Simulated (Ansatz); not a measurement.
Sr₂BeN₂ (model structure, started from the Ca2ZnN2 type, I4/mmm, No. 139, 5 atoms in the cell), treated with PBE in Ansatz (plane waves, PAW).

Numerical settings: plane-wave cutoff 520 eV, 12×12×12 k mesh, Fermi–Dirac smearing 0.01 eV, scalar-relativistic PAW data made under PBE.

Cell (relaxed at this level):

```xyz
5
Lattice="-1.9159 1.9159 5.9411 1.9159 -1.9159 5.9411 1.9159 1.9159 -5.9411" Properties=species:S:1:pos:R:3 pbc="T T T"
Sr     0.0000     0.0000     7.7462
Sr     0.0000     0.0000     4.1360
Be     0.0000     0.0000     0.0000
N      0.0000     0.0000    10.3330
N      0.0000     0.0000     1.5492
```

### Question
Estimate the band gap and bulk modulus B0 that the calculation returns.

### Answer

* **band gap**: 0.87 eV (on the SCF k mesh)
* **bulk modulus B0**: 70.5 GPa

Note: the bulk modulus is −V dP/dV from two relaxed cells at ±2 % in volume; the relaxation could raise the start's symmetry but not lower it, so the cell can be a saddle point.

Spin–orbit coupling is not included.

Static lattice: no zero-point or thermal effects.

Computing time: roughly 4 core-minutes.

A model structure was made by putting elements into a prototype or built by hand; it is no filed structure, need not be a known phase, and can be a saddle point held by its symmetry.

Ansatz is a quantum-chemistry and plane-wave program.
